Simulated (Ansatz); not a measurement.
The starting structures come from a database of crystals and need not be the phases stable at ambient conditions.

 Where the default PAW files enter, the runs use the earlier of Ansatz's two default sets.

```xyz
2
Lattice="3.8158 0.0000 0.0000 -1.9079 3.3046 0.0000 1.9079 1.1015 3.1792" Properties=species:S:1:pos:R:3 pbc="T T T"
Cd     0.0000     0.0000     0.0000
S      0.0000     2.2031     1.5896
```

Space group of this cell: R-3m. The cell is strained (lengths across the current scaled by 0.98, ions clamped); by r2SCAN its mean pressure is 1.0 GPa.

Transport runs along the normal of the first two printed cell vectors, the (111) (indices of the unstrained crystal) plane of the conventional cell.

No gap correction and no spin-orbit coupling; mid-gap values are interpolated between computed energies.

State the band gap and the smallest decay constant κ at mid-gap according to r2SCAN (Ansatz, an electronic-structure program).

Gap 0.69 eV on a 12×12×12 mesh; κ = 0.137 1/Å, at (0.500, 0.000) of the in-plane reciprocal vectors. At the zone centre, at the nearest computed energy, the slowest state has κ = 0.16 1/Å.
